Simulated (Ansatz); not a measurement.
Consider Li2Se in the anti-fluorite structure (space group Fm-3m, No. 225; a = 6.0063 Å).

Now apply this change: an isotropic linear strain of +3.00 %; the atoms relax in the strained cell.

Computed with PBE, PAW, 420 eV (Ansatz, a first-principles code; scalar-relativistic without spin-orbit coupling).

Base, band edges from the VBM (valence, conduction): X -1.43, 2.98; W -1.75, 5.15; L -0.52, 5.10; Γ 0.00, 3.38; K -1.17, 4.11; U -1.17, 4.11 eV.

Give the band edges at the high-symmetry points of the new zone, measured from its valence-band maximum.


```json
[
 {"point": "Γ", "valence edge (eV)": "0.00", "conduction edge (eV)": "3.02"},
 {"point": "X", "valence edge (eV)": "-1.26", "conduction edge (eV)": "3.04"},
 {"point": "U", "valence edge (eV)": "-1.02", "conduction edge (eV)": "4.06"},
 {"point": "K", "valence edge (eV)": "-1.02", "conduction edge (eV)": "4.06"},
 {"point": "L", "valence edge (eV)": "-0.46", "conduction edge (eV)": "4.75"},
 {"point": "W", "valence edge (eV)": "-1.53", "conduction edge (eV)": "5.04"}
]
```

The gap is 3.02 eV, direct at Γ.

Whether these cells are dynamically stable was not tested.
